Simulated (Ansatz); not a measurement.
# AlPt (Pm-3m, No. 221, 2 atoms in the cell; start mp-10903)

The numbers are results of LDA (PAW; Ansatz, a program for electronic structure), not measurements.

Numerical settings: plane-wave cutoff 520 eV, 18×18×18 k mesh, Fermi–Dirac smearing 0.05 eV, scalar-relativistic PAW data made under PBE.

Cell (relaxed at this level):

Space group Pm-3m (No. 221); a = 3.0385 Å, b = 3.0385 Å, c = 3.0385 Å, α = 90.00°, β = 90.00°, γ = 90.00°

| atom | site | symmetry | x | y | z |
|---|---|---|---|---|---|
| Al | 1a | m-3m | 0.0000 | 0.0000 | 0.0000 |
| Pt | 1b | m-3m | 0.5000 | 0.5000 | 0.5000 |

```yaml
band_gap: none
bulk_modulus: 213 GPa
```

Note: the relaxation could not lower the start's symmetry, so the cell can be a saddle point above a distorted one; the bulk modulus is −V dP/dV from two relaxed cells at ±2 % in volume.

Spin–orbit coupling is not included.

It cost roughly 40 core-seconds of CPU time.

A start named mp-… is a Materials Project structure, which need not be a measured phase.
